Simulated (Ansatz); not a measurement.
MgS under load (space group I4/mmm), PBEsol, rigid bands in Ansatz (a first-principles code). Condition of this run: biaxial strain xx = yy = -3 %, z clamped. Band gap 2.71 eV, N_c = 1.14e19 cm⁻³ and N_v = 2.45e19 cm⁻³ at 300 K, conductivity masses along y (a = (0.00, 2.51, 2.59) Å; b = (2.51, 0.00, 2.59) Å; c = (2.51, 2.51, 0.00) Å) of 0.392 mₑ (electrons) and 1.02 mₑ (holes). Take k_BT = 0.02585 eV.

A film of it is 8 nm thick, with its normal along the direction named. Estimate the confinement energies in an infinite well.

ħ²π²/(2m t²) = 0.376 eV·nm²/(m/mₑ × t²) gives 15.0 meV for electrons and 5.76 meV for holes, so the gap would widen to about 2.73 eV. Finite barriers and nonparabolic bands lower this, and with several valleys or bands the heaviest mass along the normal sets the lowest level, not this average.

What thermal injection velocity √(2k_BT/πm) limits a ballistic channel along the direction named?

8.59e6 cm/s for electrons and 5.33e6 cm/s for holes, a ratio of √(m_h/m_e) = 1.61, for dilute carriers.

Find the intrinsic carrier density and the intrinsic Fermi level.

n_i = √(N_c N_v) exp(−E_g/2k_BT) = 1.67e19 × exp(−52.41) = 2.9e-4 cm⁻³. The level lies (k_BT/2) ln(N_v/N_c) = 10 meV from mid-gap (positive towards the conduction band). Each 0.1 eV added to the gap lowers n_i by a factor of 6.9.

Rigid bands with the computed gap; masses take one relaxation time for all states. Spin-orbit coupling is left out; where it splits the top of the valence band, N_v and the p-type Seebeck coefficient come out somewhat high without it.
